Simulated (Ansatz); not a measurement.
Phonon-limited transport in metals: TiB2 (P6/mmm) under several functionals (Ansatz, a first-principles code, without spin-orbit coupling). The PBE cell:

```
TiB2
1.0
    3.03188     0.00000     0.00000
   -1.51594     2.62568     0.00000
    0.00000     0.00000     3.22471
Ti B
1 2
Direct
  0.00000   0.00000   0.00000
  0.33333   0.66667   0.50000
  0.66667   0.33333   0.50000
```

```tsv
Functional	cell relaxed with	volume (Å³/atom)	resistivity at 300 K
PBE	PBE	8.56	6.7 μΩ·cm
PBEsol	PBEsol	8.37	6.4 μΩ·cm
```

For the resistivity at 300 K, PBE gives 6.7 μΩ·cm and PBEsol 6.4 μΩ·cm: PBE lies 5 % above, no more than the two runs' mesh errors together.

The PBE and PBEsol rows stand on cells whose volumes differ by 2.2 %, so the difference holds the effect of the cell as well as that of the functional.

Metals; harmonic phonons alone scatter; means over directions. Halving the electron mesh moves these values by up to 9 %; q meshes are mostly untested. Spin-orbit coupling is left out.
